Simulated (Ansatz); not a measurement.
## What biaxial strain −1.00 %, plane normal [001], relaxed out of plane does to BeSe

Take BeSe in the zinc blende structure (space group F-43m, No. 216; a = 5.082 Å) as the base. Axes: x, y, z lie along the cube axes.

It is then changed as follows: compressive biaxial strain of 1.00 % in the plane normal to [001], as in epitaxy on a mismatched substrate; the out-of-plane cell vector and the atoms relax.

Method: Kohn–Sham DFT with the LDA functional, run in Ansatz (a quantum-chemistry and plane-wave program) with PAW and 420 eV plane waves, spin-orbit coupling left out. Settings: 11×11×11 k-points, 0.05 eV Fermi–Dirac smearing.

The space group goes from F-43m (No. 216) to I-4m2 (No. 119) and the shortest interatomic distance decreases by 0.0087 Å, from 2.200 Å to 2.192 Å. The energy increases by 1.6 meV/atom and the band gap drops by 0.105 eV to 2.30 eV. The gap character is indirect, Γ → X and the smallest direct gap goes up by 0.054 eV to 4.49 eV. The electron mass goes from 0.83 mₑ along k, 0.26 mₑ across (at X) to 0.82 mₑ along k, 0.26 mₑ across (at X) and the valence-band top at Γ (three highest levels, from the VBM) goes from 0.00, 0.00, 0.00 eV to 0.00, 0.00, -0.11 eV. The valley order (the lowest conduction-band minima on the path, energy above the VBM, named in the base's zone) goes from X along ⟨100⟩ 2.40 eV to X along [010] 2.30 eV; X along [001] 2.43 eV and the out-of-plane strain comes out as +0.81 %. The ratio −ε⊥/ε∥ amounts to 0.81 and the mean in-plane stress (compression positive) is +1.5 GPa.

Final structure (turned so that z lies along the plane normal):

```yaml
crystal:
  lattice:
    - [3.55732, 0.00000, 0.00000]
    - [0.00000, 3.55732, 0.00000]
    - [1.77866, -1.77866, 2.56132]
  atoms:
    - { symbol: Be, position: [0.00000, 0.00000, 0.00000] }
    - { symbol: Se, position: [0.75000, 0.75000, 0.50000] }
```

Cost of the whole job for the changed cell (relaxation, final SCF and bands): around 14 core-seconds (rough).

Effective masses come from finite differences of ±0.01 Å⁻¹. Along k means along the line from Γ to the band edge. No phonon test of stability was made. k-point labels follow each cell's own Brillouin zone.
